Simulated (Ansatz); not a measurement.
AlB2-type ZrB2 was calculated with BLYP (Ansatz, a quantum-chemistry and plane-wave program, plane waves, PAW).

Settings: plane-wave cutoff 520 eV, 24×24×18 k mesh (along the axes of the cell as run), Fermi–Dirac smearing 0.078 eV (set by the program), scalar-relativistic PAW data made under PBE.

Computed at the level's own relaxed cell.

Elastic tensor (GPa, Voigt notation, ions relaxed):

```
  514.2    61.3   112.1     0.0     0.0     0.0
   61.3   514.2   112.1     0.0     0.0     0.0
  112.1   112.1   391.7     0.0     0.0     0.0
    0.0     0.0     0.0   218.1     0.0     0.0
    0.0     0.0     0.0     0.0   218.1     0.0
    0.0     0.0     0.0     0.0     0.0   226.4
```

Work out the Voigt, Reuss and Hill averages of the bulk and shear moduli, Young's modulus and Poisson's ratio from the printed constants.

K_V = [C11 + C22 + C33 + 2(C12 + C13 + C23)]/9 = [1420.1 + 2 × 285.5]/9 = 221.2 GPa. G_V = [1420.1 − 285.5 + 3 × 662.6]/15 = 208.2 GPa. From the compliances S = C⁻¹, K_R = 220.0 and G_R = 203.0 GPa. Hill means: K = 220.6, G = 205.6 GPa. E = 9KG/(3K + G) = 471 GPa, ν = (3K − 2G)/(6K + 2G) = 0.14, K/G = 1.07.

Measured, for comparison: elastic constant C11 568 GPa, elastic constant C12 57 GPa, elastic constant C33 441 GPa, elastic constant C13 121 GPa (room temperature, not corrected to a static lattice; as tabulated in Zhang et al. (2020), arXiv:1911.03307). Computed (rounded) less measured: elastic constant C11 -10 %, elastic constant C12 +8 %, elastic constant C33 -11 %, elastic constant C13 -7 %. A static lattice is as a rule a little smaller and stiffer than an uncorrected measurement, which narrows the difference in the elastic constant C12 and would widen misses of the other sign.

Static lattice: no zero-point or thermal effects.
